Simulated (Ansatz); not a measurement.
**PbO under a change: isotropic strain −3.00 %**

Consider PbO (space group P4/nmm, No. 129; a = 4.0342 Å, c = 4.9937 Å; layered, stacked along the Cartesian z axis).

Perturbation: the cell is scaled by 0.9700 in all directions, atoms relaxed at fixed cell.

Calculations: PBE-D3(BJ) (Ansatz, an electronic-structure program), without spin-orbit coupling. k-mesh 8×8×7 (Γ-centred); smearing 0.05 eV (Fermi–Dirac).

```json
[
 {"quantity": "volume per atom", "base": "20.32 Å³", "changed": "18.54 Å³", "shift": "-1.774 Å³"},
 {"quantity": "space group", "base": "P4/nmm (No. 129)", "changed": "P4/nmm (No. 129)", "shift": "–"},
 {"quantity": "shortest interatomic distance", "base": "2.341 Å", "changed": "2.306 Å", "shift": "-0.0345 Å"},
 {"quantity": "energy relative to the base (free energy F)", "base": "0 meV/atom", "changed": "+22 meV/atom", "shift": "+22 meV/atom"},
 {"quantity": "pressure (mean of the normal stresses, compression positive)", "base": "0.01 GPa", "changed": "4.41 GPa", "shift": "+4.40 GPa"},
 {"quantity": "band gap (an upper bound: an edge found on the path is not a true extremum; the base alone)", "base": "1.27 eV", "changed": "0.75 eV", "shift": "-0.513 eV"}
]
```

Final structure:

```xyz
4
Lattice="3.9132 0.0000 0.0000 0.0000 3.9132 0.0000 0.0000 0.0000 4.8439" Properties=species:S:1:pos:R:3 pbc="T T T"
Pb     1.9566     0.0000     3.6233
Pb     0.0000     1.9566     1.2206
O      1.9566     1.9566     0.0000
O      0.0000     0.0000     0.0000
```

Spin-orbit coupling, missing from the scalar runs, can matter with Pb. Whether these cells are dynamically stable was not tested. The program warned that a D3 coordination switch lies within reach, so dispersion energies are less smooth here.
